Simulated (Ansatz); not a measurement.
Take Al₂Pt (space group Fm-3m, No. 225; a = 5.897 Å; relaxed with 0.1 eV smearing) as the base.

Level of theory: PBEsol/PAW in Ansatz (an electronic-structure program), no spin-orbit coupling.

Strains are applied to the cell and any free atomic positions relax.

One change was made to it. Results:

The energy rises by 14 meV/atom; the pressure goes from zero to -5.6 GPa; the band gap remains zero.

**Question.** Name the change that was made.
(A) isotropic strain +1.50 %
(B) isotropic strain −2.00 %
(C) isotropic strain +0.50 %
(D) isotropic strain −1.50 %

**Answer.** A, isotropic strain +1.50 %. For comparison, the energy relative to the base in the other runs: isotropic strain −2.00 % gives +29 meV/atom; isotropic strain −1.50 % gives +16 meV/atom; isotropic strain +0.50 % gives +1.6 meV/atom.

No phonon test of stability was made. All final runs are without spin polarisation.
